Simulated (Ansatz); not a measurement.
Ansatz (a quantum-chemistry and plane-wave program) run on Zn13Co (C2/m, 14 atoms in the cell): relaxation of the atoms.

Method of the run: PBEsol, default PAW files made with PBE (plane waves; Ansatz).

```yaml
crystal:
  lattice:
    - [5.42326, -3.76750, 0.00000]
    - [5.42326, 3.76750, 0.00000]
    - [-0.92836, 0.00000, 4.90492]
  atoms:
    - { symbol: Zn, position: [0.37550, 0.78050, 0.32200] }
    - { symbol: Zn, position: [0.21950, 0.62450, 0.67800] }
    - { symbol: Zn, position: [0.62450, 0.21950, 0.67800] }
    - { symbol: Zn, position: [0.78050, 0.37550, 0.32200] }
    - { symbol: Co, position: [0.00000, 0.00000, 0.50000], spin: 3.0 }
    - { symbol: Zn, position: [0.35300, 0.00000, 0.80000] }
    - { symbol: Zn, position: [0.00000, 0.64700, 0.20000] }
    - { symbol: Zn, position: [0.64700, 0.00000, 0.20000] }
    - { symbol: Zn, position: [0.00000, 0.35300, 0.80000] }
    - { symbol: Zn, position: [0.21900, 0.21900, 0.36100] }
    - { symbol: Zn, position: [0.78100, 0.78100, 0.63900] }
    - { symbol: Zn, position: [0.61100, 0.61100, 0.93000] }
    - { symbol: Zn, position: [0.38900, 0.38900, 0.07000] }
    - { symbol: Zn, position: [0.00000, 0.00000, 0.00000] }
```
(The spins are starting values, not results.)

Reference input (self-consistent single point, DFT, PBEsol, plane waves, default PAW files made with PBE): kpoints.mp_grid.grid = 3 3 4; hamiltonian.xc = pbesol; hamiltonian.pseudopotentials = {kind: paw} (the program's default PAW files); magnetization.spin_polarized = true; scf.occupations.method = fermi_dirac; scf.occupations.width = 0.136 eV. This run's input differs from it in these lines:

```diff
@@ -29,2 +29,3 @@
   occupations: { method: fermi_dirac, width: 0.136 }
+relax: {}
 output:
```

Log, with long lists cut:

```
   [... SCF lines of the steps left out ...]
relax step   1: F+E_penalty+E_count = -47745.63102677 eV  Δ(F+E_penalty+E_count) = +0.000e0 eV  max|allowed force component| = 1.220e-1 eV/Å  Δτ_max = 0.0000 Å  (16 SCF iters, dr2 threshold 2.50e-6 eV, accepted)
relax step   2: F+E_penalty+E_count = -47745.63901240 eV  Δ(F+E_penalty+E_count) = -7.986e-3 eV  max|allowed force component| = 6.377e-2 eV/Å  Δτ_max = 0.0122 Å  (10 SCF iters, dr2 threshold 9.29e-7 eV, accepted)
relax step   3: F+E_penalty+E_count = -47745.64406529 eV  Δ(F+E_penalty+E_count) = -5.053e-3 eV  max|allowed force component| = 1.431e-2 eV/Å  Δτ_max = 0.0217 Å  (11 SCF iters, dr2 threshold 2.54e-7 eV, accepted)
relax step   4: F+E_penalty+E_count = -47745.64447535 eV  Δ(F+E_penalty+E_count) = -4.101e-4 eV  max|allowed force component| = 3.328e-3 eV/Å  Δτ_max = 0.0113 Å  (7 SCF iters, accepted)
the relaxation is at rest under the 4 symmetry operations that the run kept from its start: a minimum is not shown …
the relaxation's final electronic state is not compared with the one that a single-point calculation of its input finds at the relaxed geometry …
Magnetization: -0.0000 μB (86.5000 up, 86.5000 down)
Absolute magnetization: 0.0000 μB (∫|ρ↑−ρ↓|, with the PAW one-centre terms)
Spin contamination: 0.0000 ħ² per cell (⟨S²⟩ above its minimum at these occupations)
   [... lines left out ...]
Free energy (F): -47745.644475 eV
Fermi energy:    11.869807 eV
   [... lines left out ...]
    - { symbol: Zn, position: [0.7807990899016772, 0.7807990899016772, 0.6329894481845515] }
    - { symbol: Zn, position: [0.6127590379092637, 0.6127590379092637, 0.9296966512666642] }
    - { symbol: Zn, position: [0.38724096209073655, 0.38724096209073655, 0.07030334873333577] }
    - { symbol: Zn, position: [9.413904614202899e-17, 9.42377127536117e-17, 6.3155398170075966e-21] }
```

The run converged. 

Summary of the result:
* **Free energy E − TS (on the zero of these files)**: -47745.6445 eV
* **Fermi level (on the code's own zero)**: 11.87 eV
* **Pressure**: -4.33 GPa
* **Largest force (vector length)**: 0.004 eV/Å
* **Size of the cell's spin moment**: 0.00 μB
* **Relaxation steps**: 4

The starting cell comes from a database of published, mostly measured structures (it also holds non-ambient and calculated ones), without a prior relaxation at this level. The starting moments vanished: the run ended non-magnetic, which need not be the lowest state. The program warned that a starting moment was not kept. The relaxation keeps the symmetry of its start, so its end need not be a minimum. Ansatz's pressure includes its estimate of the finite-basis (Pulay) stress.

Cost on one core of a shared machine: roughly 2 min.

Keys are those of Ansatz 0.2.
